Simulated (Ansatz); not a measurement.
## CdSe, pressure series

Base system: CdSe in the wurtzite structure (space group P6_3mc, No. 186).

```xyz
4
Lattice="4.2475 0.0000 0.0000 -2.1238 3.6785 0.0000 0.0000 0.0000 6.9410" Properties=species:S:1:pos:R:3 pbc="T T T"
Cd     0.0000     2.4523     0.0022
Cd     2.1238     1.2262     3.4727
Se     0.0000     2.4523     2.6076
Se     2.1238     1.2262     6.0781
```

Cell and atoms are relaxed at each pressure.

Computed with LDA in Ansatz (plane waves to 420 eV, PAW, no SOC).

Candidates:
(a) pressure 15 GPa
(b) pressure −2 GPa
(c) pressure 0.9 GPa

Base values:

The band gap is 0.46 eV.

Problem. Order them by band gap, highest first.

Solution. (a) pressure 15 GPa (0.76 eV), (c) pressure 0.9 GPa (0.49 eV), (b) pressure −2 GPa (0.38 eV)

Load acts through the strain it causes; cell and atoms are relaxed under it. No phonon test of stability was made. Measured, CdSe leaves this structure (for rock salt) near 2.72 GPa (temperature not stated; as listed in Datta, Sujoy, Jana, Debnarayan, arXiv (2020)), on rising pressure, with hysteresis.

Ansatz is a program for electronic structure.
